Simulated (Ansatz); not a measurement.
An Ansatz (a first-principles code) run: CuI with a change (Cu → Pb); plane-wave PAW DFT at the r2SCAN+rVV10 level (Ansatz, 500 eV), scalar-relativistic without spin-orbit coupling, earlier PAW set.

Input:

Ansatz 0.2 input:
```yaml
crystal:
  lattice:
    - [4.5131342925, 0, 0]
    - [0, 4.5131342925, 0]
    - [0, 0, 7.7659087567]
  atoms:
    - { symbol: Pb, position: [0.5, 0.5, 0] }
    - { symbol: Pb, position: [0, 0, 0] }
    - { symbol: I, position: [0.5, 0, 0.3346943121] }
    - { symbol: I, position: [0, 0.5, 0.6653056879] }
basis: { ecutwfc: 500, ecutrho_ratio: 4, xc_grid: 4, fft_grid_basis: typed }
kpoints: { mp_grid: { grid: [10, 10, 6] } }
hamiltonian:
  xc: r2scan
  dispersion: rvv10
  pseudopotentials: { azcp: { folder: ./paw }, kind: paw }
scf: { occupations: { method: fermi_dirac, width: 0.05 }, convergence: { dr2_threshold: 0.0000000004 } }
output: { forces: true, stress: true }
checkpoint: { write: state.ck, write_every: 1000 }
```

Output (explanatory and most iteration lines left out):

```
Pseudopotential: Pb, paw, valence charge 14
Pseudopotential: I, paw, valence charge 17
Crystal: 4 atoms, lattice volume = 158.179 Å³
Basis set: ecut = 500 eV, 4025 PW (Γ), exchange–correlation on 144×144×240 points (64 copies of the dense FFT grid, shifted against one another)
Bands: 36, of which v1, the nominal top of the filled ones, is band 31 counted from 1 (30 counted from 0)
Symmetry: 16 space group operations
Space group: P4/nmm (ITA 129), of the structure as read, at distance tolerance 5.4e-5 Å
k-points: 84 of 600
Functional: x = r2scan, c = r2scan + rvv10(b = 11.95, C = 0.0093); τ floored in thin density (d = 2e-4 eV/Å³)
SCF iter   1: F=—  HF=-38892.365940 eV  |F-HF|=—  |Δ(HF+E_count)|=         —  Δρ=1.79e-2  dr2=1.94e0  dr2_τ=8.76e-3  ethr=3.10e-3  ⟨swp⟩=9.7  Hψ=15056  notcnv=0
SCF iter   2: F=—  HF=-38892.183326 eV  |F-HF|=—  |Δ(HF+E_count)|=   1.83e-1  Δρ=1.07e-2  dr2=2.03e-1  dr2_τ=7.82e-3  ethr=3.10e-3  ⟨swp⟩=4.1  Hψ=7091  notcnv=0  defer=4
SCF 1 converged in 10 iterations: F = -38892.145277 eV  dr2 = 1.15e-10
SCF converged after 10 iterations
Free energy (F): -38892.145277 eV
Internal energy: -38892.130141 eV  (E = F + TS)
E sigma→0 (E₀):  -38892.137709 eV
Entropy (-TS):   -0.015135 eV (-3.784 meV/atom)
Fermi energy:    6.611048 eV
--- Forces (eV/Å), atoms counted from 1 ---
  atom   1  Pb     0.00000000     0.00000000     0.00000000
  atom   2  Pb     0.00000000     0.00000000     0.00000000
  atom   3  I      0.00000000     0.00000000    -0.00173711
  atom   4  I     -0.00000000     0.00000000     0.00173711
--- Stress (GPa, compression-positive) ---
       -0.001063       0.000000       0.000000
        0.000000      -0.001063       0.000000
        0.000000       0.000000      -0.007629
  P = ⅓ Tr σ = -0.0033 GPa (-0.033 kbar)
```

No phonon test of stability was made. All final runs are without spin polarisation. The cell was made from CuI by this change: Cu → Pb; the result is a hypothetical phase, not in the database extracts checked.
